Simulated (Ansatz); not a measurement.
The reference is SrTiO₃ in the cubic perovskite structure (space group Pm-3m, No. 221; a = 3.8911 Å).

All numbers come from Ansatz (an electronic-structure program), PBEsol, PAW, cutoff 420 eV, no SOC.

For the base:

| Item | Value |
|---|---|
| Lattice parameter a | 3.891 Å |
| Band gap | 1.85 eV |

One thing is altered: cell and atoms relaxed at a pressure of 7 GPa.

**Question.** Estimate the effect on the lattice parameter a and band gap.

**Answer.** The lattice parameter a falls by 0.045 Å to 3.846 Å; the band gap grows by 0.06 eV (1.85 eV → 1.91 eV).

Load acts through the strain it causes; cell and atoms are relaxed under it. Stability against distortions was not tested. No other phases were tried under pressure. The final runs are not spin-polarised. Many cubic perovskites are stable only at high temperature; tilts and polar distortions were not tested.
